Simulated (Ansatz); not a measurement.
Consider a periodic stack without vacuum, fluorite-type NiSi2 (1 1 1) on zinc-blende ZnS (1 1 1) (film strained to the substrate, faces as cut): substrate slab S5Zn5, film Ni3Si6, surface cells [[0, -1], [1, -1]] and [[0, -1], [1, -1]], film strained by 0.0 and 0.0 %, faces S/Zn and Si/Si as cut (like faces can put a slab off its formula). Its start:

```
Ni3Zn5S5Si6
1.0
    3.84919     0.00000     0.06174
    1.92460     3.33350     0.05094
    1.41141     1.82963    25.96348
S Zn Ni Si
5 5 3 6
Direct
  0.40893   0.79350   0.03335
  0.64983   0.21153   0.15123
  0.97864   0.44992   0.27336
  0.29714   0.70980   0.39488
  0.58794   0.98856   0.51526
  0.31740   0.90471   0.11982
  0.64924   0.13641   0.24197
  0.97081   0.39384   0.36345
  0.26486   0.66892   0.48469
  0.51216   0.00049   0.60445
  0.39071   0.16805   0.69618
  0.69882   0.42237   0.81141
  0.01221   0.67698   0.92485
  0.06865   0.83909   0.66313
  0.73029   0.46433   0.72109
  0.37411   0.10322   0.78425
  0.02739   0.73957   0.83729
  0.67788   0.36620   0.90314
  0.33927   0.99455   0.95586
```

The start was prepared with a machine-learned potential, and the result is one local minimum, with the in-plane cell held and forces under 0.04 eV/Å; the film can end far from its bulk form.

Method: PBE (plane waves to 420 eV, PAW; Ansatz, a program for electronic structure). Spin–orbit coupling is left out; the runs are not spin-polarised; PBE gaps are too small against experiment. Its k-point mesh 9×9×1, Fermi–Dirac width 0.05 eV.

Task: Predict the relaxed interface.

Result: interface area: 12.8 Å²
period: 25.61 Å
gaps between the outermost planes at the two interfaces: 1.45 and 1.62 Å
Si–Zn contacts across the interfaces within 1.22 times the sum of covalent radii: 3, mean 2.66 Å
Ni–S contacts across the interfaces within 1.22 times the sum of covalent radii: 1, mean 2.49 Å
S–Si contacts across the interfaces within 1.22 times the sum of covalent radii: 1, mean 2.14 Å
Ni–Zn contacts across the interfaces within 1.22 times the sum of covalent radii: 1, mean 2.37 Å
estimate of the barrier: withheld, since the two interfaces are unlike
slope of the mean potential energy in the substrate: -3.6 MV/cm × e
